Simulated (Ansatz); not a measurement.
A self-consistent single point of Si2W (I4/mmm, 3 atoms in the cell) with Ansatz (a program for electronic structure).

Computed with PBE (plane waves, PAW; Ansatz).

```xyz
3
Lattice="-1.5807 1.5807 3.8363 1.5807 -1.5807 3.8363 1.5807 1.5807 -3.8363" Properties=species:S:1:pos:R:3 pbc="T T T"
Si     0.0000     0.0000     2.5702
Si     0.0000     0.0000     5.1023
W      0.0000     0.0000     0.0000
```

Reference input (self-consistent single point, DFT, PBE, plane waves, default PAW files): basis.ecutwfc = 30.9 Ry; kpoints.mp_grid.grid = 10 10 10; hamiltonian.xc = pbe; hamiltonian.pseudopotentials = {kind: paw} (the program's default PAW files); scf.occupations.method = methfessel_paxton; scf.occupations.width = 0.0073 Ry. This run's input differs from it in these lines:

Ansatz 0.2 input:
```diff
@@ -12,3 +12,3 @@
 kpoints:
-  mp_grid: { grid: [10, 10, 10] }
+  mp_grid: { grid: [7, 7, 7] }
 hamiltonian:
```

Output, abridged:

```
SCF iter   1: F=—  HF=-11657.322221 eV  |F-HF|=—  |Δ(HF+E_count)|=         —  Δρ=3.64e-3  dr2=2.41e-3  ethr=1.77e-3  ⟨swp⟩=5.0  Hψ=3470  notcnv=0
all-band conjugate gradients solve this SCF's bands
preconditioner: auto → none
SCF iter   2: F=—  HF=-11657.322165 eV  |F-HF|=—  |Δ(HF+E_count)|=   5.62e-5  S|Δr|=    0.00e0  Δρ=1.77e-3  dr2=3.34e-4  ethr=1.10e-5  ⟨swp⟩=2.3  Hψ=1216  notcnv=0
SCF iter   3: F=—  HF=-11657.322314 eV  |F-HF|=—  |Δ(HF+E_count)|=   1.50e-4  S|Δr|=    0.00e0  Δρ=4.86e-4  dr2=2.94e-5  ethr=1.52e-6  ⟨swp⟩=1.0  Hψ=597  notcnv=0
SCF iter   4: F=—  HF=-11657.322323 eV  |F-HF|=—  |Δ(HF+E_count)|=   8.73e-6  S|Δr|=    0.00e0  Δρ=3.16e-5  dr2=2.35e-7  ethr=1.34e-7  ⟨swp⟩=2.3  Hψ=867  notcnv=0
SCF iter   5: F=-11657.322323 eV  HF=-11657.322323 eV  |F-HF|=1.17e-8  |Δ(HF+E_count)|=   3.85e-8  S|Δr|=    0.00e0  Δρ=5.97e-6  dr2=1.59e-8  ethr=4.55e-10  ⟨swp⟩=5.9  Hψ=2686  notcnv=0
SCF 1 converged in 5 iterations: F = -11657.322323 eV  dr2 = 1.59e-8
Stability not checked (fill_not_monotonic)
Free energy (F): -11657.322323 eV
Internal energy: -11657.321673 eV  (E = F + TS)
E sigma→0 (E₀):  -11657.322160 eV
Entropy (-TS):   -0.000650 eV (-0.217 meV/atom)
Fermi energy:    17.744217 eV
--- Forces (eV/Å), atoms counted from 1 ---
  atom   1  Si     0.00000000     0.00000000    -0.24622745
  atom   2  Si    -0.00000000     0.00000000     0.24622745
  atom   3  W      0.00000000     0.00000000    -0.00000000
--- Stress (GPa, compression-positive) ---
       16.139140       0.000000       0.000000
        0.000000      16.139140      -0.000000
        0.000000      -0.000000      20.155057
  P = ⅓ Tr σ = 17.4778 GPa (174.778 kbar)
  The stress holds the Pulay correction. Without it, at fixed plane waves, as pw.x and ABINIT print it: P = 17.4251 GPa
```

The run converged in 5 iterations. Against the reference run the free energy drops by 1.4 meV/atom, the pressure hardly changes (17.51 to 17.48 GPa) and the largest force goes from 0.229 to 0.246 eV/Å.

The starting cell comes from a database of computed structures (which also holds hypothetical and non-ambient phases and stackings), without a prior relaxation at this level. Its lattice was rescaled by a random factor within 2.5 % of one. Spin polarisation is off. With a pressure of about 17 GPa the cell is away from its equilibrium volume at this level. Ansatz's pressure includes its estimate of the finite-basis (Pulay) stress.
